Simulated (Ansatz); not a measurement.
Consider Ni in the fcc (Cu type) structure (space group Fm-3m, No. 225; a = 3.480 Å; ferromagnetic).

All numbers come from r2SCAN/PAW in Ansatz (an electronic-structure program), without spin-orbit coupling, earlier PAW set.

For the base:

* **Volume per atom**: 10.53 Å³

The change: full substitution Ni → Bi; the structure is relaxed again.

### Question
Estimate the effect on the volume per atom.

### Answer
The volume per atom goes up by 20.82 Å³ to 31.35 Å³.

The magnetic state is the one reached from the starting moments; the real material's order can differ, and small cells can't hold many antiferromagnetic ones. Stability against distortions was not tested. As relaxed here, Bi is a hypothetical phase, not in the database extracts checked.
